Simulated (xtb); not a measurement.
xtb 6.7.1, GFN1-xTB: Zn(Et)(SH) triplet (C[CH2][Zn][SH]), charge 0, multiplicity 3, 10 atoms. The geometry is a generated start, not checked to be a minimum at this level.

| Quantity | Result |
|---|---|
| run flags | --grad |
| method | GFN1-xTB |
| --acc | 1 (default) |
| --etemp (K) | 300 (default) |
| basis functions | 34 |
| valence electrons | 22 |

```xyz
10

Zn    -0.2871     1.0537     0.9002
C      0.4042    -0.7341     0.1605
C      0.3646    -0.8391    -1.3588
H     -0.1975    -1.5311     0.5939
H      1.4257    -0.8777     0.5075
H      0.9894    -0.0827    -1.8296
H     -0.6500    -0.7339    -1.7424
H      0.7352    -1.8181    -1.6680
S     -1.0511     3.0693     1.7298
H     -1.7334     2.4937     2.7068
```

Charge 0 and multiplicity 3 are set for this test and not shown to be the ground state. GFN-xTB has no spin term: --uhf 2 sets the occupations alone.

One run each on 1 thread. Values of broydamp tried: 0.02, 0.05, 0.1, 0.2, 0.4 (default), 0.6, 0.8, 1.

Task: Predict the course of the SCC iterations along this series.

Result: Fewest SCC iterations, within one of each other: 0.4 (default) with 13, 0.6 with 12, 0.8 with 12, 1 with 13. The count rises to 25 at 0.02. All converge to one solution.

| broydamp | SCC iterations | end |
|---|---|---|
| 0.02 | 25 | same solution |
| 0.05 | 22 | same solution |
| 0.1 | 16 | same solution |
| 0.2 | 14 | same solution |
| 0.4 (default) | 13 | same solution |
| 0.6 | 12 | same solution |
| 0.8 | 12 | same solution |
| 1 | 13 | same solution |
